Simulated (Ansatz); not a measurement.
## Effective masses and thermopower of InP under load (space group F-43m)

Consider the following.

```xyz
2
Lattice="0.0000 2.9848 2.9848 2.9848 0.0000 2.9848 2.9848 2.9848 0.0000" Properties=species:S:1:pos:R:3 pbc="T T T"
In     0.0000     0.0000     0.0000
P      1.4924     1.4924     1.4924
```

These are r2SCAN with spin-orbit coupling, rigid bands (plane waves, PAW; Ansatz, a quantum-chemistry and plane-wave program) values and carry that method's errors. Condition of this run: hydrostatic pressure -2 GPa (the target of the relaxation). Cell: cell and atoms relaxed with r2SCAN, then loaded as said.

```json
{
  "band_gap": "0.81 eV",
  "electron conductivity mass (300 K, dilute)": "0.072 mₑ",
  "hole conductivity mass (300 K, dilute)": "0.59 mₑ",
  "effective density of states N_c (300 K)": "4.4e17 cm⁻³",
  "effective density of states N_v (300 K)": "2.6e19 cm⁻³",
  "density_of_states_mass_electrons": "0.067 mₑ",
  "density_of_states_mass_holes": "1.02 mₑ",
  "Seebeck coefficient, n-type 1e19 cm⁻³, 300 K": "-50 μV/K",
  "Seebeck coefficient, p-type 1e19 cm⁻³, 300 K": "325 μV/K",
  "best p-type power factor at 300 K for τ = 10 fs (best axis; densities from 1e16 to 1e21 cm⁻³ tried, whether or not they can be reached)": "13.8 μW/(cm·K²) at 3e20 cm⁻³"
}
```

Rigid bands; masses and Seebeck coefficients take one relaxation time τ for all states and one kind of carrier; polarons and phonon drag are left out.
